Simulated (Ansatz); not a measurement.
Base system: CsCl in the CsCl type structure (space group Pm-3m, No. 221; a = 4.140 Å).

Method: Ansatz (a first-principles code), r2SCAN, PAW, cutoff 500 eV, no SOC.

One change was made to it. Results:

The electron mass (degenerate bands, along [100]) changes from 0.36, 1.3 mₑ (at Γ) to 0.29, 1.2 mₑ (at Γ); the width of the top valence band grows by 0.93 eV to 1.99 eV; the valley order (the lowest conduction-band minima on the path, energy above the VBM, named in the base's zone) becomes Γ 5.43 eV; M along ⟨110⟩ 6.72 eV (base: Γ 5.91 eV; M along ⟨110⟩ 6.56 eV); the lattice parameter a drops by 0.3585 Å (4.140 Å → 3.782 Å).

Problem. What was done to the base?
(A) pressure 0.3 GPa
(B) pressure 3 GPa
(C) pressure 10 GPa

Solution. C, pressure 10 GPa. For comparison, the valley order in the other runs: pressure 0.3 GPa gives Γ 5.90 eV; M along ⟨110⟩ 6.57 eV; pressure 3 GPa gives Γ 5.77 eV; M along ⟨110⟩ 6.66 eV.

The levels and masses belong to the bands next to the band gap. Load acts through the strain it causes; cell and atoms are relaxed under it. Effective masses come from finite differences of ±0.01 Å⁻¹. No phonon test of stability was made. Competing high-pressure phases were not computed.
